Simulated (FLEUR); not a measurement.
FLEUR run on SiMo₃ (Pm-3n, 8 atoms in the cell): self-consistent single point.

Level of theory: PBE, all-electron FLAPW (FLEUR), scalar-relativistic valence in FLEUR.

The change in words: lattice scaled by 0.98. Reference geometry:
```
CELL_PARAMETERS angstrom
      4.88970     0.00000     0.00000
      0.00000     4.88970     0.00000
      0.00000     0.00000     4.88970
ATOMIC_POSITIONS crystal
  Si 0.50000 0.50000 0.50000
  Si 0.00000 0.00000 0.00000
  Mo 0.00000 0.50000 0.25000
  Mo 0.00000 0.50000 0.75000
  Mo 0.25000 0.00000 0.50000
  Mo 0.75000 0.00000 0.50000
  Mo 0.50000 0.25000 0.00000
  Mo 0.50000 0.75000 0.00000
```

Reference input (self-consistent single point, DFT, PBE, all-electron FLAPW (FLEUR), scalar-relativistic valence): Kmax = 3.8 1/bohr; GmaxXC = 13.3 1/bohr; xcFunctional = pbe; jspins = 1; l_soc = F; mode = hist; fermiSmearingEnergy = 0.00499791 Htr; mesh (inpgen div1-3) = 5 5 5; inpgen gamma flag = false; Gmax = 13.3 1/bohr; numbands = 0; maxIterBroyd = 15. This run's input differs from it in these lines:

```diff
@@ -3,5 +3,5 @@
 &input film=f /
-4.8897000000 0.0000000000 0.0000000000
-0.0000000000 4.8897000000 0.0000000000
-0.0000000000 0.0000000000 4.8897000000
+4.7919060000 0.0000000000 0.0000000000
+0.0000000000 4.7919060000 0.0000000000
+0.0000000000 0.0000000000 4.7919060000
 1.8897261246
@@ -49,5 +49,5 @@
          <bravaisMatrix>
-            <row-1>    9.2401938314566205     0.0000000000000000     0.0000000000000000</row-1>
-            <row-2>    0.0000000000000000     9.2401938314566205     0.0000000000000000</row-2>
-            <row-3>    0.0000000000000000     0.0000000000000000     9.2401938314566205</row-3>
+            <row-1>    9.0553899548274863     0.0000000000000000     0.0000000000000000</row-1>
+            <row-2>    0.0000000000000000     9.0553899548274863     0.0000000000000000</row-2>
+            <row-3>    0.0000000000000000     0.0000000000000000     9.0553899548274863</row-3>
          </bravaisMatrix>
```

Log, with long lists cut:

```
 Iteration:     1   Distance:      15.78001806 me/bohr^3
 Iteration:     2   Distance:      14.21502716 me/bohr^3
 Iteration:     3   Distance:       5.88814989 me/bohr^3
 Iteration:     4   Distance:       3.26291236 me/bohr^3
 Iteration:     5   Distance:       2.29267572 me/bohr^3
   [... 8 lines left out ...]
 Iteration:    14   Distance:       0.00002067 me/bohr^3
 Iteration:    15   Distance:       0.00001396 me/bohr^3
 Iteration:    16   Distance:       0.00001274 me/bohr^3
 Iteration:    17   Distance:       0.00000482 me/bohr^3
 Run finished successfully
 Stop message:
   Structural relaxation: Done

[file out, last iteration]
             iter=     18
[...]
          total density-effective poten   -4.0460313306E+04
          total charge density-energy d   -7.8586440218E+02
 Updated energy parameters for spin:           1
[...]
 fermi energy and band-weighting factors:

[...]
FERMIE:
          first approx. to ef    (T=0)  :   0.639474 htr   (energy of the highest occ. eigenvalue)
          number of occ. states  (T=0)  :        458
          first approx. to seigv (T=0)  : -21.273942 htr
          sum of weights of occ. states :  46.064000
          sum of semicore charge        :   0.000000 e
FERHIS:  Fermi-Energy by histogram:
          bandgap                     :   0.002509 htr
   [... lines left out ...]
          charge neutrality (T=0)     :   0.128000    (zero if the highest occ. eigenvalue is "entirely" occupied)
     EF_NEWTON:  Adjust Fermi-Energy by Newton-Method.
 Direct bandgap for spin            1 :    1.7385788503005539E-002  Htr
 ---->    free energy=                    -24877.6779009169 htr
   [... lines left out ...]
      extrapolation for T->0
 ---->    total electron energy=          -24877.6744536114 htr
 ***** TOTAL FORCES ON ATOMS *****
 TOTAL FORCE FOR ATOM TYPE=  1  X=  4.528   Y=  4.528   Z=  4.528
                       FX_TOT= 0.000000 FY_TOT= 0.000000 FZ_TOT= 0.000000
 TOTAL FORCE FOR ATOM TYPE=  2  X=  0.000   Y=  4.528   Z=  2.264
                       FX_TOT= 0.000000 FY_TOT= 0.000000 FZ_TOT= 0.000000
 Structural relaxation: Done
```

The run converged in 17 iterations. FLEUR gives forces in its relaxation mode, with a further iteration, so its stop message speaks of a relaxation. Against the reference run the free energy rises by 60.8 meV/atom.

The starting cell comes from a database of computed structures (which also holds hypothetical and non-ambient phases and stackings), without a prior relaxation at this level. For this run, on top of that: lattice scaled by 0.98. Spin polarisation is off. Values depend on the basis (sphere radii, cutoffs, local orbitals), which need not be converged. The log's line on a gap gives a spacing of levels on this mesh, which the program prints for metals too.

Cost on one core of a shared machine: roughly 50 s.
